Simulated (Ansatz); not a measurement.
The starting structures come from a database of crystals and need not be the phases stable at ambient conditions.

 Where the default PAW files enter, the runs use the earlier of Ansatz's two default sets.

Inside the gap of an insulator the Bloch states are evanescent, with a wavenumber k + iκ along the transport direction.

Input:

```
V2O5
1.0
    4.81877     0.00000     0.00000
    0.00000     5.50030     0.00000
    2.40938    -1.44992     5.85553
V O
4 10
Direct
  0.38314   0.75266   0.71424
  0.61686   0.24734   0.28576
  0.09738   0.74734   0.28576
  0.90262   0.25266   0.71424
  0.67013   0.51755   0.78008
  0.32987   0.48245   0.21992
  0.45021   0.98245   0.21992
  0.54979   0.01755   0.78008
  0.86674   0.13158   0.40688
  0.13326   0.86842   0.59312
  0.27362   0.36842   0.59312
  0.72638   0.63158   0.40688
  0.11477   0.75000   0.00000
  0.88523   0.25000   0.00000
```

Space group of this cell: C2/c. The cell is strained (lengths across the current scaled by 1.02, ions clamped); by r2SCAN its mean pressure is -19.6 GPa.

Transport runs along the normal of the first two printed cell vectors.

The gap is the functional's own, uncorrected, and κ follows it; spin-orbit coupling is left out. Mid-gap values are interpolated between the computed energies.

Task: Give the band gap and the smallest decay constant κ at mid-gap that r2SCAN run with Ansatz (a quantum-chemistry and plane-wave program) yields.

Result: Gap 1.33 eV on a 8×6×8 mesh; κ = 0.239 1/Å, at (0.000, 0.333) of the in-plane reciprocal vectors. At the zone centre, at the nearest computed energy, the slowest state has κ = 0.27 1/Å.
